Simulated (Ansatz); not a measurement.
Take SnO (space group P4/nmm, No. 129; a = 3.8371 Å, c = 4.7588 Å; layered, stacked along the Cartesian z axis) as the base.

Computed with PBE-D3(BJ) (Ansatz, an electronic-structure program; PAW; 420 eV plane waves; no SOC).

Strains are applied to the cell and any free atomic positions relax.

One change was made to it. Results:

The energy increases by 3.6 meV/atom; the largest internal atomic displacement is 0.026 Å; the pressure (mean of the normal stresses, compression positive) goes from zero to 1.9 GPa.

Q: What was done to the base?
(A) isotropic strain −1.80 %
(B) isotropic strain −0.60 %
(C) isotropic strain −1.20 %

A: C, isotropic strain −1.20 %. For comparison, the energy relative to the base in the other runs: isotropic strain −0.60 % gives +0.9 meV/atom; isotropic strain −1.80 % gives +8.1 meV/atom.

Whether these cells are dynamically stable was not tested. All final runs are without spin polarisation.
